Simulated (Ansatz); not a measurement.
Take CdI$_{2}$ in the CdI2 type structure (space group P-3m1, No. 164; a = 4.1527 Å, c = 6.5508 Å; layered, stacked along the Cartesian z axis) as the base. Axes: x lies along a and z along c of the hexagonal cell.

Calculations: PBEsol-D3(BJ) (Ansatz, an electronic-structure program, PAW, without spin-orbit coupling).

Before the change:

| Property | Value |
|---|---|
| Gap character | indirect, K–Γ (77 % along) → k = (0, 0.444, -0.400) in the run's primitive reciprocal basis |
| Volume per atom | 32.61 Å³ |

Now apply this change: biaxial strain +0.50 %, plane normal [001], relaxed out of plane (Cartesian); in-plane vectors clamped, the third vector and the atoms free.

Question: Predict the new gap character.

Answer: The gap character goes from indirect, K–Γ (77 % along) → k = (0, 0.444, -0.400) in the run's primitive reciprocal basis to indirect, K–Γ (77 % along) → k = (0, 0.444, 0.400) in the run's primitive reciprocal basis.

Question: How does this affect the volume per atom?

Answer: The volume per atom grows by 0.19 Å³ to 32.80 Å³.

Question: How does this affect the in-plane stress?

Answer: The mean in-plane stress (compression positive) comes out as -0.3 GPa.

With I present, leaving out spin-orbit coupling can change the band edges. No phonon test of stability was made.
